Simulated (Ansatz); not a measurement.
Worked example: self-consistent single point of CrBi₂ (Pnnm, 6 atoms in the cell) in Ansatz (a first-principles code).

Level of theory: revPBE, default PAW files made with PBE (plane waves; Ansatz).

```xyz
6
Lattice="6.4427 0.0000 0.0000 0.0000 7.8632 0.0000 0.0000 0.0000 4.9088" Properties=species:S:1:pos:R:3 pbc="T T T"
Cr     0.0000     0.0000     0.0000
Cr     3.2213     3.9316     2.4544
Bi     1.2911     2.9778     0.0000
Bi     4.5125     0.9538     2.4544
Bi     1.9302     6.9094     2.4544
Bi     5.1516     4.8854     0.0000
```
Moments meant for the start (each program seeds them in its own way; μB, in the order of the atoms Cr Cr Bi Bi Bi Bi): 3.0 3.0 0.0 0.0 0.0 0.0.

Reference input (self-consistent single point, DFT, PBE, plane waves, default PAW files): basis.ecutwfc = 420 eV; kpoints.mp_grid.grid = 3 3 4; hamiltonian.xc = pbe; hamiltonian.pseudopotentials = {kind: paw} (the program's default PAW files); magnetization.spin_polarized = true; scf.occupations.method = methfessel_paxton; scf.occupations.width = 0.1 eV. This run's input differs from it in these lines:

Ansatz 0.2 input:
```diff
@@ -18,3 +18,3 @@
 hamiltonian:
-  xc: pbe
+  xc: revpbe
   pseudopotentials: { kind: paw }
```

Output (repeated stretches shortened):

```
SCF iter   1: F=—  HF=-56387.562426 eV  |F-HF|=—  |Δ(HF+E_count)|=         —  Δρ=4.19e-2 (↑1.30e-2 ↓4.19e-2)  dr2=4.10e0  dr2_m=1.48e0  M=7.722 μB ∫|m|=8.491 μB  β_m=0.30  ethr=3.10e-3  ⟨swp⟩=7.4  Hψ=5035  notcnv=0
Mixer restart at iter 1: flushing history
all-band conjugate gradients solve this SCF's bands
preconditioner: auto → Kerker (q_TF=auto, 2.295 Å⁻¹)
spin=Collinear: Kerker preconditioning applied to the charge; magnetization (m = ρ↑ − ρ↓) channel mixes plain (no charge-response kernel on spin).
   [... lines left out ...]
SCF iter  12: F=—  HF=-56387.949172 eV  |F-HF|=—  |Δ(HF+E_count)|=   1.71e-5  S|Δr|=    0.00e0  Δρ=2.75e-5 (↑2.75e-5 ↓6.09e-6)  dr2=2.77e-6  dr2_m=3.93e-7  M=8.267 μB ∫|m|=9.592 μB  β_m=0.89  ethr=1.20e-8  ⟨swp⟩=2.0  Hψ=1670  notcnv=0  defer=101
SCF iter  13: F=-56387.949173 eV  HF=-56387.949173 eV  |F-HF|=4.67e-8  |Δ(HF+E_count)|=   7.02e-7  S|Δr|=    0.00e0  Δρ=2.23e-6 (↑2.22e-6 ↓2.23e-6)  dr2=9.63e-8  dr2_m=3.59e-9  M=8.268 μB ∫|m|=9.592 μB  ethr=1.14e-10  ⟨swp⟩=12.1  Hψ=6527  notcnv=0
SCF 1 converged in 13 iterations: F = -56387.949173 eV  dr2 = 9.63e-8
WARN: an SCF from antiferromagnetic starting moments (-3.89, 3.89, 0.00, 0.00, 0.00, 0.00 Bohr magnetons, atom by atom) was not made, by what the run has read …
   [... lines left out ...]
Absolute magnetization: 9.5997 μB (∫|ρ↑−ρ↓|, with the PAW one-centre terms)
Free energy (F): -56387.949173 eV
Fermi energy:    5.727247 eV
   [... lines left out ...]
  atom   6  Bi     0.11933536    -0.09424327     0.00000000
--- Stress (GPa, compression-positive) ---
       -7.471218      -0.000000      -0.000000
       -0.000000      -5.795130      -0.000000
       -0.000000      -0.000000      -5.732186
  P = ⅓ Tr σ = -6.3328 GPa (-63.328 kbar)
  The stress holds the Pulay correction. Without it, at fixed plane waves, as pw.x and ABINIT print it: P = -6.3549 GPa
```

The run converged in 13 iterations. Against the reference run the pressure goes from -7.16 to -6.33 GPa, the largest force goes from 0.133 to 0.152 eV/Å and the size of the net moment hardly changes (1.36 to 1.38 μB/atom).

The starting cell was generated: these elements placed on a structure prototype, without a prior relaxation; it need not be a known phase or ordering of this composition. The magnetic order is the one reached from the typed start; others were not searched systematically. The program warned that, by what it read of turns of the moments, another magnetic order lies lower. With a pressure of about -6 GPa the cell is away from its equilibrium volume at this level. Ansatz's pressure includes its estimate of the finite-basis (Pulay) stress.

Cost on one core of a shared machine: roughly 30 s.
